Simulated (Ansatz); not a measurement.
Start from Mg in the hcp (Mg type) structure (space group P6_3/mmc, No. 194; a = 3.175 Å, c = 5.163 Å; relaxed with 0.1 eV smearing). Axes: x lies along a and z along c of the hexagonal cell.

All numbers come from PBEsol, PAW, 420 eV (Ansatz, a program for electronic structure; no spin-orbit coupling).

Base values:

```
Property                        Result
-----------------------------  -------
Shortest interatomic distance  3.166 Å
Pressure                       0.0 GPa
```

It is then changed as follows: strain tensor (xx, yy, zz, yz, xz, xy) = (+2.40, +0.39, −0.37, +0.26, −1.36, +1.60) %; the atoms relax in the strained cell.

### Question
How does this affect the energy relative to the base?

### Answer
The energy rises by 5.1 meV/atom.

### Question
Estimate the effect on the largest internal atomic displacement.

### Answer
The largest internal atomic displacement is 0.020 Å.

### Question
How does this affect the shortest interatomic distance?

### Answer
The shortest interatomic distance falls by 0.029 Å to 3.137 Å.

### Question
What happens to the pressure?

### Answer
The pressure (mean of the normal stresses, compression positive) goes from zero to -0.8 GPa.

Whether these cells are dynamically stable was not tested.
